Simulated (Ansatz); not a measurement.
```
KTaO3
1.0
    3.95198     0.00000     0.00000
    0.00000     3.95198     0.00000
    0.00000     0.00000     3.95198
K Ta O
1 1 3
Direct
  0.00000   0.00000   0.00000
  0.50000   0.50000   0.50000
  0.00000   0.50000   0.50000
  0.50000   0.50000   0.00000
  0.50000   0.00000   0.50000
```

Spin-orbit coupling is not included. The cell is fixed at its relaxed static size. Melting and transitions to other phases are not modelled.

### Question
Estimate each atom's mean-square displacement (sum over three axes) at 800 K from path-integral sampling on the energy surface fitted in the stochastic self-consistent harmonic approximation in a 2×2×2 supercell, LDA density-functional theory in Ansatz (plane waves, PAW).

### Answer
K1 0.045 Å², Ta2 0.019 Å², O3 0.043 Å², O4 0.043 Å², O5 0.043 Å². Waves longer than the supercell are missing, so the values are low for an infinite crystal. Over all wave vectors of the supercell the softest harmonic mode is 63 cm⁻¹ at q = (0.00, 0.00, 0.50); the softest of the Hessian is 75 cm⁻¹ at q = (0.00, 0.00, 0.50) at 100 K (error 1; the run's verdict: stable), 78 cm⁻¹ at q = (0.00, 0.00, 0.50) at 300 K (error under 1; the run's verdict: stable), 83 cm⁻¹ at q = (0.00, 0.00, 0.50) at 800 K (error under 1; the run's verdict: stable).

Ansatz is a quantum-chemistry and plane-wave program.
